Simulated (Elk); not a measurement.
Input and output of a self-consistent single point for ZrB2 (P6/mmm, 3 atoms in the cell) (Elk).

Level of theory: LDA (PW92), all-electron FP-LAPW, Elk's shipped species files, APW+lo basis with extra local orbitals (Elk).

```yaml
crystal:
  lattice:
    - [3.16752, 0.00000, 0.00000]
    - [-1.58376, 2.74315, 0.00000]
    - [0.00000, 0.00000, 3.55239]
  atoms:
    - { symbol: Zr, position: [0.00000, 0.00000, 0.00000] }
    - { symbol: B, position: [0.33333, 0.66667, 0.50000] }
    - { symbol: B, position: [0.66667, 0.33333, 0.50000] }
```

Reference input (self-consistent single point, DFT, LDA (PW92), all-electron FP-LAPW, Elk's shipped species files, APW+lo basis with extra local orbitals): xctype = 3; rgkmax = 8; stype = 3; swidth = 0.00367493 Ha; ngridk = 11 11 8; gmaxvr = 14 1/bohr; nxlo = 2; lorbcnd = true; rmtscf = 0.89; lmaxi = 2. This run's input differs from it in these lines:

```diff
@@ -46,3 +46,3 @@
 ngridk
-  11 11 8
+  10 10 8
```

Log, with long lists cut:

```
│ Self-consistent loop started │
│ Loop number : 1 │
 total energy                :     -3642.21933639
│ Loop number : 2 │
 total energy                :     -3642.39450748
RMS change in Kohn-Sham potential (target) :   0.1740128068     (  0.1000000000E-05)
Absolute change in total energy (target)   :   0.1751710892     (  0.1000000000E-03)
│ Loop number : 3 │
 total energy                :     -3643.18768398
RMS change in Kohn-Sham potential (target) :   0.1466064906     (  0.1000000000E-05)
Absolute change in total energy (target)   :   0.8369692680     (  0.1000000000E-03)
│ Loop number : 4 │
   [... lines left out ...]
Absolute change in total energy (target)   :   0.7875539932E-03 (  0.1000000000E-03)
│ Loop number : 14 │
 total energy                :     -3644.68071752
RMS change in Kohn-Sham potential (target) :   0.3430166077E-06 (  0.1000000000E-05)
Absolute change in total energy (target)   :   0.2030135583E-03 (  0.1000000000E-03)
│ Loop number : 15 │
 total energy                :     -3644.68070594
RMS change in Kohn-Sham potential (target) :   0.3729133084E-07 (  0.1000000000E-05)
Absolute change in total energy (target)   :   0.3917404092E-04 (  0.1000000000E-03)
Convergence targets achieved

│ Loop number : 16 │

Energies :
 Fermi                       :     0.469271971516
 total energy                :     -3644.68070550

Density of states at Fermi energy :    8.902242835
 (states/Hartree/unit cell)

Estimated indirect band gap :   0.5004967805E-02
 from k-point     25 to k-point     29
Estimated direct band gap   :   0.1284421352E-01
 at k-point     35

Charges :
 core                        :    32.00000000
 valence                     :    18.00000000
 interstitial                :    5.488138001
 muffin-tins (core leakage)
  species :    1 (Zr)
   atom    1                 :    37.40252646     (  0.2225532749E-04)
  species :    2 (B)
   atom    1                 :    3.554667769     (  0.2922788765E-03)
   atom    2                 :    3.554667769     (  0.2922788765E-03)
 total in muffin-tins        :    44.51186200
 total calculated charge     :    50.00078259
 total charge                :    50.00000000
 error                       :   0.7825928964E-03

│ Self-consistent loop stopped │
```

The run converged in 16 iterations. The count includes the last loop, which Elk runs after its targets are met. Against the reference run the free energy rises by 1.2 meV/atom.

The starting cell comes from a database of computed structures (which also holds hypothetical and non-ambient phases and stackings), without a prior relaxation at this level. Values depend on the basis (sphere radii, cutoffs, local orbitals), which need not be converged. The log's line on a gap gives a spacing of levels on this mesh, which the program prints for metals too.

Cost on one core of a shared machine: roughly 80 s.
